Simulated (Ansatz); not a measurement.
Take Hf in the hcp (Mg type) structure (space group P6_3/mmc, No. 194; a = 3.158 Å, c = 5.004 Å; relaxed with 0.1 eV smearing) as the base. Axes: x lies along a and z along c of the hexagonal cell.

Level of theory: Kohn–Sham DFT with the PBEsol functional, run in Ansatz (a first-principles code) with PAW and 420 eV plane waves, spin-orbit coupling left out.

It is then changed as follows: the cell is compressed by 1.50 % along z with no lateral relaxation, atoms relaxed at fixed cell.

Task: Predict the stress tensor and what it implies for the stiffness.

Result: Stress of the strained cell less that of the base (GPa, compression positive):
```
    1.1     0.0     0.0
    0.0     1.1     0.0
    0.0     0.0     3.2
```

Then −Δσ_ii/ε with ε = -0.0150 gives secant stiffness values (nonlinear terms included at this strain): C33 ≈ 215 GPa, C13 ≈ 75 GPa and C23 ≈ 75 GPa.

No phonon test of stability was made. All final runs are without spin polarisation.
